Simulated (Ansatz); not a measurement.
**GaP (model structure, started from the h-BN type, P6₃/mmc, No. 194, 4 atoms in the cell): properties by level of theory**

| level (code) | lattice parameter a (Å) | lattice parameter c (Å) |
|---|---|---|
| PBE (Ansatz) | [?] | 5.843 |
| PBEsol (Ansatz) | 4.035 | 5.638 |
| PBE-D3(BJ) (Ansatz) | 4.035 | [?] |

What belongs in the gaps?


- PBE (Ansatz, a program for electronic structure), lattice parameter a (Å): 4.061
- PBE-D3(BJ) (Ansatz), lattice parameter c (Å): 5.672

Ansatz's density-functional and Hartree–Fock values are scalar-relativistic unless marked +SOC, with PAW data made under PBE.

Computed values are for the static lattice.

A model structure was made by putting elements into a prototype or built by hand; it is no filed structure, need not be a known phase, and can be a saddle point held by its symmetry.
